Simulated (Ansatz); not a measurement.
InAs: energy against volume

InAs (zinc blende, F-43m, 28.506 Å³/atom and stress up to 0.01 GPa in the relaxed cell, cube axes along x, y and z) under an equal strain ε along all three axes. r2SCAN in Ansatz, a plane-wave DFT program (PAW, default set), 500 eV, 9×9×9 Γ-centred mesh, Fermi-Dirac smearing 0.05 eV; ions are relaxed, or left where forces stay under 0.02 eV/Å, within the symmetry of each cell.

Here V stands for volume and E for E less E0.

| volume (Å³/atom) | E less E0 (meV/atom) | pressure (GPa) |
|---|---|---|
| 26.0169 | ? | ? |
| 26.8299 | 19.58 | 3.99 |
| 27.2426 | 10.76 | 2.88 |
| 27.6596 | 4.65 | 1.84 |
| 28.0808 | 1.12 | 0.88 |
| 28.5063 | 0.00 | 0.00 |
| 28.9360 | 1.15 | -0.83 |
| 29.3700 | 4.44 | -1.59 |
| 29.8084 | 9.78 | -2.30 |
| 30.2511 | 17.07 | -2.96 |

Fit E of the 9 rows that show it with the third-order Birch-Murnaghan form, a cubic in V^(-2/3). With u = V^(-2/3) - 0.1072, the rows have u = 0.0043802, 0.0032505, 0.0021376, 0.0010415, -0.0000383, -0.0011019, -0.0021497, -0.0031822, -0.0041995. Least squares gives E = -0.013 + 44.3·u + 994352·u² + 3746422·u³. Residuals (row less fit): 0.006, -0.006, -0.012, 0.004, 0.013, 0.010, -0.010, -0.015, 0.010; standard error 0.013 (degrees of freedom: 5). Its minimum lies at u = -0.0000223, so V0 = (0.1071777)^(-3/2) = 28.50. There d²E/du² = 1988000 and d³E/du³ = 2.248e7, so B0 = (4/9) × 28.50^(-7/3) × 1988000 × 0.160218 = 57.1 GPa (the last factor turns the table's units into GPa), and B0' = 4 + (2/3) × 0.1071777 × (2.248e7)/1988000 = 4.8. B0' rests on the cubic coefficient alone and has a standard error of 0.1 from these residuals.

Question: Predict the withheld E at V = 26.0169 from the fit, and compare with the calculation.

Answer: u = 0.0066928, so E = -0.013 + 44.3 × 0.0066928 + 994352 × 0.0066928² + 3746422 × 0.0066928³ = 45.947 meV/atom. The calculation gives 45.99 meV/atom, 0.043 meV/atom above the prediction (0.1 % of the range of E in the table). The row lies outside the fitted rows, so this is an extrapolation. From the scatter of the fitted rows alone, a prediction at this place has a standard error of 0.065 meV/atom, so the miss is 0.7 times that.

This level leaves no gap over 0.05 eV at strain 0.50, 1.00, 1.50, 2.00 %. Other structures, which can take over under pressure, weren't tried. The same form fitted to the pressure column gives B0' = 4.7; series where the two differ by over 0.4 aren't shown. Rows are the converged runs of the series near zero and its far end, less any whose ions stayed unrelaxed beside relaxed ones; series whose fitted rows scatter by over a few per cent of the range, as at a crossing or softening among them, aren't shown in this form.
